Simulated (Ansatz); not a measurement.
Level of theory: PBE (plane waves to 420 eV, PAW; Ansatz, a first-principles code).

Plane-averaged electrostatic potential energy along the normal, in eV from the Fermi level, for a constructed model of the (111) surface of fcc Ir, p(2x2) surface alloy, Mn on one Ir site of the top plane (bottom of the slab: a bare face, its two planes held):…

(z (Å), V (eV)): (3.72, 5.51); (4.01, 5.51); (4.30, 5.51); (4.58, 5.50); (4.87, 5.50); (5.16, 5.49); (5.44, 5.46); (5.73, 5.41); (6.02, 5.28); (6.30, 5.01); (6.59, 4.42); (6.88, 3.10); (7.16, 0.14); (7.45, -7.05); (7.73, -16.54); (8.02, -22.96); (8.31, -23.05); (8.59, -16.85); (8.88, -7.72); (9.17, -1.85); (9.45, -2.69); (9.74, -9.96); (10.03, -18.95); (10.31, -24.09); (10.60, -22.74); (10.89, -15.63); (11.17, -6.60); (11.46, -2.00); (11.74, -4.28); (12.03, -12.53); (12.32, -20.85); (12.60, -24.39); (12.89, -21.25); (13.18, -13.10); (13.46, -4.56); (13.75, -1.60); (14.04, -5.19); (14.32, -13.98); (14.61, -21.78); (14.90, -24.29); (15.18, -20.13); (15.47, -11.54); (15.76, -3.63); (16.04, -1.86); (16.33, -6.79); (16.61, -15.87); (16.90, -22.85); (17.19, -23.96); (17.47, -18.61); (17.76, -9.60); (18.05, -2.66); (18.33, -2.40); (18.62, -8.52); (18.91, -16.78); (19.19, -21.54); (19.48, -20.25); (19.77, -13.56); (20.05, -4.72); (20.34, 0.96); (20.62, 3.27); (20.91, 4.34); (21.20, 4.85); (21.48, 5.08); (21.77, 5.19); (22.06, 5.24); (22.34, 5.27); (22.63, 5.28); (22.92, 5.29); (23.20, 5.29); (23.49, 5.29); (23.78, 5.29)

Model: 24-atom slab, 11.2 Å thick at the start, 8x8x1 mesh, Fermi-Dirac 0.1 eV, dipole correction, 8 atoms held, the rest relaxed; start symmetry kept, larger cells not searched; spin-polarised, ending with about 3.0 μB a cell; orders that need a larger cell were not tried, no spin-orbit, no U. It is one candidate, not shown to be the stable structure of the face.

The vacuum level lies 5.29 eV above the Fermi level over the top face and 5.51 eV above it under the bottom face.
